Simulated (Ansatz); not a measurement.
# O on the 1x1 (110) surface of bcc W, one in a 3x3 cell, started at the site 'hollow W-W-W'

All values below come from PBE (plane waves to 420 eV, PAW; Ansatz, a quantum-chemistry and plane-wave program).

Set-up: 37 atoms, 6.6 Å thick at the start under the adsorbate (thin: gaps and levels are the slab's own); mesh 4x4x1; 0.1 eV smearing; dipole correction on; 18 atoms held, the rest relaxed; start symmetry kept, larger cells not searched; no spin, no spin-orbit, no U, no dispersion correction. At the end it is bonded to 3 W. In PBE it is, or lies within 0.03 eV of, the lowest of the starts that converged.

The adsorption energy against ½ O2(g) is -394 kJ/mol, the work function of the top face comes out as 4.84 eV and the change of the work function is 0.017 eV. The change of the step from the bottom to the top vacuum level, against the clean slab is 0.019 eV and the energy released by relaxation is 1.08 eV. The height of the binding atom over the mean of the host atoms within 0.3 Å of the top one is 122.3 pm, the nearest host atoms of the binding atom is W at 2.05 Å, W at 2.08 Å, W at 2.08 Å and the largest move of a host atom is 0.09 Å.

A negative adsorption energy means that the adsorbate is more stable on the surface than in its reference.
